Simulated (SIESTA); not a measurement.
SIESTA run on LuCuSe₂ (P3m1, 4 atoms in the cell): self-consistent single point.

Method: GGA PBEsol, numerical atomic orbitals DZP, PseudoDojo PBEsol standard norm-conserving potentials (rewritten from UPF to PSML) run with SIESTA 5.4.2.

The change in words: lattice scaled by 0.98. Reference geometry:
```
CELL_PARAMETERS angstrom
      4.09225     0.00000     0.00000
     -2.04613     3.54400     0.00000
      0.00000     0.00000     6.47917
ATOMIC_POSITIONS crystal
  Lu 0.00000 0.00000 0.79851
  Cu 0.66667 0.33333 0.18851
  Se 0.33333 0.66667 0.06490
  Se 0.66667 0.33333 0.56728
```

Reference input (self-consistent single point, DFT, GGA PBEsol, numerical atomic orbitals DZP, PseudoDojo PBEsol standard norm-conserving potentials (rewritten from UPF to PSML)): XC.functional = GGA; XC.authors = PBEsol; potentials = PseudoDojo PBEsol standard; PAO.BasisSize = DZP; PAO.EnergyShift = 0.01 Ry; MeshCutoff = 300 Ry; kgrid.MonkhorstPack = 6 6 4; OccupationFunction = FD; ElectronicTemperature = 10 K; MaxSCFIterations = 150; SCF.Mixer.Method = Pulay; SCF.Mixer.Weight = 0.1. This run's input differs from it in these lines:

```diff
@@ -13,5 +13,5 @@
 %block LatticeVectors
-     7.733237403    0.000000000    0.000000000
-    -3.866619646    6.697181827    0.000000000
-     0.000000000    0.000000000   12.243851146
+     7.578572768    0.000000000    0.000000000
+    -3.789286384    6.563238039    0.000000000
+     0.000000000    0.000000000   11.998974765
 %endblock LatticeVectors
@@ -19,6 +19,6 @@
 %block AtomicCoordinatesAndAtomicSpecies
-     0.000000000    0.000000000    5.173679641  1
-     2.046128379    1.181330819    1.221387771  2
-    -0.000002379    2.362665181    0.420497938  3
-     2.046128379    1.181330819    3.675501856  3
+     0.000000000    0.000000000    5.070206320  1
+     2.005206005    1.157704176    1.196960080  2
+    -0.000002005    2.315411824    0.412088002  3
+     2.005206005    1.157704176    3.601992012  3
 %endblock AtomicCoordinatesAndAtomicSpecies
```

The program printed (abridged):

```
        iscf     Eharris(eV)        E_KS(eV)     FreeEng(eV)     dDmax    Ef(eV) dHmax(eV)
   scf:    1   -17314.701698   -18076.134368   -18076.134502  2.228100  1.151327138.075929
   scf:    2   -18346.074472   -18433.817887   -18433.817887  1.953824 -1.765810 24.381114
   scf:    3   -18455.878237   -18446.435256   -18446.435256  0.186945 -3.299265 12.365554
   scf:    4   -18452.873986   -18450.218534   -18450.218534  0.078604 -2.606628  6.225878
   scf:    5   -18451.258254   -18451.024026   -18451.024026  0.050376 -2.239684  2.128754
   [... 5 lines left out ...]
   scf:   11   -18451.117566   -18451.117432   -18451.117432  0.001000 -2.675655  0.040998
   scf:   12   -18451.117478   -18451.117468   -18451.117468  0.000561 -2.671570  0.003228
   scf:   13   -18451.117470   -18451.117469   -18451.117469  0.000081 -2.672070  0.001009
   scf:   14   -18451.117469   -18451.117469   -18451.117469  0.000016 -2.672200  0.000848
SCF Convergence by DM+H criterion
max |DM_out - DM_in|         :     0.0000162854
max |H_out - H_in|      (eV) :     0.0008482339
SCF cycle converged after 14 iterations

Using DM_out to compute the final energy and forces

siesta: E_KS(eV) =           -18451.1175

siesta: E_KS - E_eggbox =    -18451.1175

siesta: Atomic forces (eV/Ang):
     1   -0.000023    0.000012   -0.020801
     2   -0.000160    0.000093   -0.106491
     3    0.000094   -0.000055    0.101949
     4    0.000052   -0.000028    0.024896
   Tot   -0.000036    0.000022   -0.000447
   Max    0.106491
   Res    0.043576    sqrt( Sum f_i^2 / 3N )
   Max    0.106491    constrained

Stress tensor Voigt[x,y,z,yz,xz,xy] (kbar):       11.12       12.05       16.80       -0.00        0.00        0.80
(Free)E + p*V (eV/cell)   -18451.8530
   [... lines left out ...]
siesta: FreeEng =    -18451.117469
   [... lines left out ...]
siesta:     0.006942    0.000502    0.000003
siesta:     0.000502    0.007522   -0.000002
siesta:     0.000003   -0.000002    0.010485

siesta: Cell volume =         88.440893 Ang**3

siesta: Pressure (static):
siesta:                Solid            Molecule  Units
siesta:          -0.00009057         -0.00008645  Ry/Bohr**3
siesta:          -0.00831610         -0.00793788  eV/Ang**3
siesta:         -13.32385891        -12.71787842  kBar
```

The run converged in 14 iterations. Against the reference run the free energy falls by 29.8 meV/atom, the pressure goes from -5.45 to -1.33 GPa, the largest force goes from 0.230 to 0.106 eV/Å and the gap on the mesh goes from 1.319 to 1.248 eV.

The starting cell comes from a database of computed structures (which also holds hypothetical and non-ambient phases and stackings), without a prior relaxation at this level. Its lattice was rescaled by a random factor within 2.5 % of one. For this run, on top of that: lattice scaled by 0.98. Spin-orbit coupling is off. Values carry the incompleteness of an atom-centred basis.

Cost on one core of a shared machine: roughly 40 s.
